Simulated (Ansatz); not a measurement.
# TiC: pressure series

Consider TiC in the rock salt structure (space group Fm-3m, No. 225).

```xyz
2
Lattice="0.0000 2.1304 2.1304 2.1304 0.0000 2.1304 2.1304 2.1304 0.0000" Properties=species:S:1:pos:R:3 pbc="T T T"
Ti     0.0000     0.0000     0.0000
C      2.1304     2.1304     2.1304
```

Cell and atoms are relaxed at each pressure.

Level of theory: LDA (Ansatz, a first-principles code), no SOC.

```json
[
 {"pressure (GPa)": "-2", "volume per atom (Å³/atom)": "9.739"},
 {"pressure (GPa)": "-1", "volume per atom (Å³/atom)": "9.704"},
 {"pressure (GPa)": "0", "volume per atom (Å³/atom)": "9.669"},
 {"pressure (GPa)": "0.9", "volume per atom (Å³/atom)": "9.639"},
 {"pressure (GPa)": "2.1", "volume per atom (Å³/atom)": "9.599"},
 {"pressure (GPa)": "4.5", "volume per atom (Å³/atom)": "9.521"},
 {"pressure (GPa)": "15", "volume per atom (Å³/atom)": "9.214"},
 {"pressure (GPa)": "22.5", "volume per atom (Å³/atom)": "?"},
 {"pressure (GPa)": "30", "volume per atom (Å³/atom)": "8.845"}
]
```

Fit the third-order Birch–Murnaghan form P(V) = (3B₀/2)[(V₀/V)^(7/3) − (V₀/V)^(5/3)]·[1 + (3/4)(B₀′ − 4)((V₀/V)^(2/3) − 1)] (squares taken in P) to the rows shown and predict the withheld row.

Least squares on the printed values gives V₀ = 9.669 Å³/atom, B₀ = 283 GPa, B₀′ = 3.9; this predicts 9.021 Å³/atom, and the run gives 9.020 Å³/atom, in agreement.

Load acts through the strain it causes; cell and atoms are relaxed under it. No phonon test of stability was made. Competing high-pressure phases were not computed. The final runs are not spin-polarised.
